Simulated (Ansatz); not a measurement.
A computed series for HfO2: response to strain

The reference is HfO2 in the fluorite structure (space group Fm-3m, No. 225; a = 5.0438 Å). Axes: x, y, z lie along the cube axes.

Strains are applied to the cell and any free atomic positions relax; under biaxial strain the out-of-plane vector relaxes too.

Method: DFT with PBEsol, PAW potentials and a 420 eV plane-wave cutoff in Ansatz (a first-principles code), without spin-orbit coupling.

Notes on the quantities. energy relative to the base: free energy F.

| change | band gap | electron mass | energy relative to the base | ratio −ε⊥/ε∥ |
|---|---|---|---|---|
| base | 3.69 eV | 1.1 mₑ along k, 0.70 mₑ across (at X) | 0 meV/atom | – |
| biaxial strain −2.50 %, plane normal [001], relaxed out of plane | 3.45 eV | 0.35 mₑ out of plane, 1.0 mₑ in plane (at Γ) | +28 meV/atom | 0.41 |
| biaxial strain −2.00 %, plane normal [001], relaxed out of plane | 3.54 eV | 0.37 mₑ out of plane, 1.0 mₑ in plane (at Γ) | +18 meV/atom | 0.40 |
| biaxial strain −1.50 %, plane normal [001], relaxed out of plane | 3.62 eV | 0.40 mₑ out of plane, 1.1 mₑ in plane (at Γ) | +10 meV/atom | 0.40 |
| biaxial strain −1.00 %, plane normal [001], relaxed out of plane | 3.66 eV | 1.1 mₑ along k, 0.70 mₑ across (at X) | +4.4 meV/atom | 0.39 |
| biaxial strain +0.50 %, plane normal [001], relaxed out of plane | 3.62 eV | 1.1 mₑ along k, 0.70 mₑ across (at X) | +1.1 meV/atom | – |
| biaxial strain +1.00 %, plane normal [001], relaxed out of plane | (withheld) | 1.2 mₑ along k, 0.70 mₑ across (at X) | (withheld) | 0.36 |
| biaxial strain +1.50 %, plane normal [001], relaxed out of plane | 3.47 eV | 1.2 mₑ along k, 0.70 mₑ across (at X) | +9.4 meV/atom | 0.36 |
| biaxial strain +2.00 %, plane normal [001], relaxed out of plane | 3.39 eV | 1.2 mₑ along k, 0.70 mₑ across (at X) | +17 meV/atom | 0.35 |
| biaxial strain +2.50 %, plane normal [001], relaxed out of plane | 3.30 eV | 1.7 mₑ out of plane, 0.57 mₑ in plane (at Γ) | +26 meV/atom | 0.34 |

### Question
Complete the table.

### Answer

- biaxial strain +1.00 %, plane normal [001], relaxed out of plane, band gap: 3.55 eV
- biaxial strain +1.00 %, plane normal [001], relaxed out of plane, energy relative to the base: +4.2 meV/atom

With Hf present, leaving out spin-orbit coupling can change the band edges. Effective masses come from finite differences of ±0.01 Å⁻¹. Along k means along the line from Γ to the band edge. Whether these cells are dynamically stable was not tested. This is not the structure that HfO2 has at room temperature and ambient pressure.
